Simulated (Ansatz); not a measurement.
The starting structures come from a database of crystals and need not be the phases stable at ambient conditions.

 Where the default PAW files enter, the runs use the earlier of Ansatz's two default sets.

The decay constant κ of evanescent states in the gap governs leakage through a thin film.

```xyz
12
Lattice="6.7043 0.0000 0.0000 -3.3522 5.8061 0.0000 0.0000 0.0000 3.5915" Properties=species:S:1:pos:R:3 pbc="T T T"
Sr     3.3522     1.9354     1.7958
Sr     0.0000     3.8707     1.7958
H      2.1520     0.0000     0.0000
H      2.2762     3.9424     0.0000
H     -1.0760     1.8637     0.0000
N      0.0000     0.0000     1.7958
O      5.4357     0.0000     1.7958
O      0.6343     1.0986     1.7958
O     -2.7179     4.7075     1.7958
O      3.1282     0.0000     0.0000
O      1.7881     3.0970     0.0000
O     -1.5641     2.7091     0.0000
```

Space group of this cell: P-62m. The cell is taken as given; by r2SCAN its mean pressure is -3.9 GPa.

Transport runs along the normal of the first two printed cell vectors, the (001) plane of the conventional cell.

The gap is the functional's own, uncorrected, and κ follows it; spin-orbit coupling is left out. Mid-gap values are interpolated between the computed energies.

Task: Give the band gap and the smallest decay constant κ at mid-gap that r2SCAN (Ansatz, an electronic-structure program) yields.

Result: Gap 3.37 eV on a 6×6×8 mesh; κ = 0.477 1/Å, at the zone centre.
